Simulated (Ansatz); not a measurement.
We consider Ni (model structure, started from the diamond type, Fd-3m, No. 227, 2 atoms in the cell), described by LDA (Ansatz, a first-principles code, plane waves, PAW).

Run with plane-wave cutoff 520 eV, 20×20×20 k mesh, Fermi–Dirac smearing 0.05 eV, spin-polarised with parallel moments, scalar-relativistic PAW data made under PBE.

Cell (relaxed at this level):

```
CELL_PARAMETERS angstrom
      0.00000     2.46973     2.46973
      2.46973     0.00000     2.46973
      2.46973     2.46973     0.00000
ATOMIC_POSITIONS crystal
  Ni 0.75000 0.75000 0.75000
  Ni 0.50000 0.50000 0.50000
```
Starting moments (μB, in the order of the record's atoms Ni Ni): 2.0 2.0.

What does this level give for the bulk modulus B0?


- bulk modulus B0: 121 GPa

The run finds no gap.

Note: the magnetic order was assumed, not searched for or taken from measurement; the bulk modulus is −V dP/dV from two relaxed cells at ±2 % in volume; the relaxation could raise the start's symmetry but not lower it, so the cell can be a saddle point.

Cost on a shared machine: about 80 core-seconds (a rough figure).

A model structure was made by putting elements into a prototype or built by hand; it is no filed structure, need not be a known phase, and can be a saddle point held by its symmetry.
